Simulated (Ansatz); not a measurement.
## Pressure series in GaPt

The parent structure is GaPt (space group P2_13, No. 198; a cell from a computed database, its experimental status unchecked).

```cif
data_Ga4Pt4
_chemical_formula_sum 'Ga4 Pt4'
_space_group_name_H-M_alt 'P 1'
_space_group_IT_number 1
_cell_length_a 4.90275
_cell_length_b 4.90275
_cell_length_c 4.90275
_cell_angle_alpha 90.000
_cell_angle_beta 90.000
_cell_angle_gamma 90.000
loop_
_space_group_symop_operation_xyz
  'x, y, z'
loop_
_atom_site_label
_atom_site_type_symbol
_atom_site_fract_x
_atom_site_fract_y
_atom_site_fract_z
_atom_site_occupancy
Ga1 Ga 0.09322 0.09322 0.09322 1
Ga2 Ga 0.40678 0.90678 0.59322 1
Ga3 Ga 0.59322 0.40678 0.90678 1
Ga4 Ga 0.90678 0.59322 0.40678 1
Pt1 Pt 0.39791 0.39791 0.39791 1
Pt2 Pt 0.10209 0.60209 0.89791 1
Pt3 Pt 0.89791 0.10209 0.60209 1
Pt4 Pt 0.60209 0.89791 0.10209 1
```

Cell and atoms are relaxed at each pressure.

Calculations: PBEsol/PAW in Ansatz (a program for electronic structure), scalar-relativistic without spin-orbit coupling.

Notes on the quantities. enthalpy: H = E + PV relative to the base's energy.

```csv
case,lattice parameter a,enthalpy
base,4.903 Å,–
pressure 0.3 GPa,…,+0.03 eV/atom
pressure 0.7 GPa,…,+0.06 eV/atom
pressure 1.5 GPa,…,+0.14 eV/atom
```

**Question.** What belongs in the blanks?

**Answer.** 
- pressure 0.3 GPa, lattice parameter a: 4.900 Å
- pressure 0.7 GPa, lattice parameter a: 4.897 Å
- pressure 1.5 GPa, lattice parameter a: 4.890 Å

Load acts through the strain it causes; cell and atoms are relaxed under it. Stability against distortions was not tested. The final runs are not spin-polarised.
